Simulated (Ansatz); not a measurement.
Take Ag in the fcc (Cu type) structure (space group Fm-3m, No. 225; relaxed with 0.1 eV smearing) as the base.

```xyz
1
Lattice="0.0000 2.0521 2.0521 2.0521 0.0000 2.0521 2.0521 2.0521 0.0000" Properties=species:S:1:pos:R:3 pbc="T T T"
Ag     0.0000     0.0000     0.0000
```

Cartesian axes are those of the cell as printed.

Level of theory: DFT with r2SCAN, PAW potentials and a 500 eV plane-wave cutoff in Ansatz (a first-principles code), scalar-relativistic without spin-orbit coupling.

Before the change:

- Shortest interatomic distance: 2.902 Å
- Pressure: 0.0 GPa

One thing is altered: tensor shear ε_xy = +0.86 % (engineering shear γ = 0.0172); the atoms relax in the strained cell.

Question: What happens to the energy relative to the base, shortest interatomic distance and pressure?

Answer: The energy grows by 0.7 meV/atom; the shortest interatomic distance shrinks by 0.025 Å, from 2.902 Å to 2.877 Å; the pressure (mean of the normal stresses, compression positive) is still 0.0 GPa.

Stability against distortions was not tested.
